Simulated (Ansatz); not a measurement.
## Refining one setting for LiCuS2 (Pnnm, 8 atoms in the cell)

```
LiCuS2
1.0
    5.85398     0.00000     0.00000
    0.00000     6.53017     0.00000
    0.00000     0.00000     3.31188
Li Cu S
2 2 4
Direct
  0.00000   0.50000   0.50000
  0.50000   0.00000   0.00000
  0.00000   0.00000   0.00000
  0.50000   0.50000   0.50000
  0.18406   0.85406   0.50000
  0.81594   0.14594   0.50000
  0.68406   0.64594   0.00000
  0.31594   0.35406   0.00000
```

Computed with HSE06, default PAW files made with PBE (plane waves; Ansatz, a program for electronic structure).

The starting cell comes from a database of computed structures (which also holds hypothetical and non-ambient phases and stackings), without a prior relaxation at this level. Its lattice was rescaled by a random factor within 2.5 % of one. In the base run, with a pressure of about 3 GPa the cell is away from its equilibrium volume at this level. Ansatz's pressure includes its estimate of the finite-basis (Pulay) stress.

Held fixed: basis.ecutwfc = 420 eV; hamiltonian.xc = hse06; hamiltonian.pseudopotentials = {kind: paw} (the program's default PAW files); scf.occupations.method = fixed.

ΔF is the free energy per atom less that of the last row (3 3 6).

```json
[
 {"kpoints.mp_grid.grid": "2 2 3", "ΔF (meV/atom)": "-29.4", "pressure (GPa)": "2.80", "largest force (eV/Å)": "0.123", "gap on the mesh (eV)": "1.202", "k-points": "8"},
 {"kpoints.mp_grid.grid": "2 2 4", "ΔF (meV/atom)": "-6.9", "pressure (GPa)": "3.12", "largest force (eV/Å)": "0.146", "gap on the mesh (eV)": "1.118", "k-points": "12"},
 {"kpoints.mp_grid.grid": "3 3 5", "ΔF (meV/atom)": "-1.14", "pressure (GPa)": "3.14", "largest force (eV/Å)": "0.174", "gap on the mesh (eV)": "1.101", "k-points": "12"},
 {"kpoints.mp_grid.grid": "3 3 6", "ΔF (meV/atom)": "0.00", "pressure (GPa)": "3.15", "largest force (eV/Å)": "0.184", "gap on the mesh (eV)": "1.162", "k-points": "16"}
]
```

Largest force within 0.02 eV/Å of the last row: from kpoints.mp_grid.grid = 3 3 5 on; the one before it is off by 0.038 eV/Å. Only the last setting checks this, so the series should go further.

Energy within 2 meV/atom of the last row: from kpoints.mp_grid.grid = 3 3 5 on; the one before it is off by 6.9 meV/atom. Only the last setting checks this, so the series should go further.

The gap is read on the k-point mesh of the run and can differ from the gap over the whole zone at this level.

Keys are those of Ansatz 0.2.
